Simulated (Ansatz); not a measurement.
## Ag: strain along the normal

Ag (fcc, Fm-3m, 16.655 Å³/atom at rest) under an equal strain ε in the (001) plane with the normal axis free, as in a coherent film. PBEsol in Ansatz, a plane-wave DFT program (PAW, default set), 420 eV, 28×28×28 Γ-centred mesh, Fermi-Dirac smearing 0.10 eV; ions are relaxed within the symmetry of each cell.

Here s stands for strain and y for normal strain.

```
strain (%)  normal strain (%)
----------  -----------------
-1.50                    2.15
-1.00                    1.44
-0.50                    0.72
0.00                     0.00
0.50                    -0.73
1.00                    -1.48
1.50                    -2.23
3.00                        ?
```

The 7 complete rows are fitted with a straight line, y against s. Means: s 0, y -0.019. About the means, the sum of products is -10.215 and the sum of squares of s is 7.0000; the slope is their ratio. Least squares gives y = -0.019 - 1.4593·s. Residuals (row less fit): -0.020, 0.000, 0.009, 0.019, 0.019, -0.002, -0.022; standard error 0.018 (degrees of freedom: 5). The slope, -1.46 ± 0.01, is the elastic response of the normal axis, −2C12/C11 for this plane.

**Question.** Predict the withheld y at s = 3.00 from the fit, and compare with the calculation.

**Answer.** y = -0.019 - 1.4593 × 3.0 = -4.397%. The calculation gives -4.57%, 0.173% below the prediction (2.6 % of the range of y in the table). The row lies outside the fitted rows, so this is an extrapolation. From the scatter of the fitted rows alone, a prediction at this place has a standard error of 0.029%, so the miss is 6.0 times that.

One order more, fitted to all 13 runs of the series, follows each within 0.02, so the miss is the next term of a smooth law. In a metal these values are sensitive to mesh and smearing; energies are taken to zero smearing, stresses follow the free energy. Rows are the converged runs of the series near zero and its far end; series whose fitted rows scatter by over a few per cent of the range, as at a crossing or softening among them, aren't shown in this form. Most that stay on the fit to the last digits aren't either.
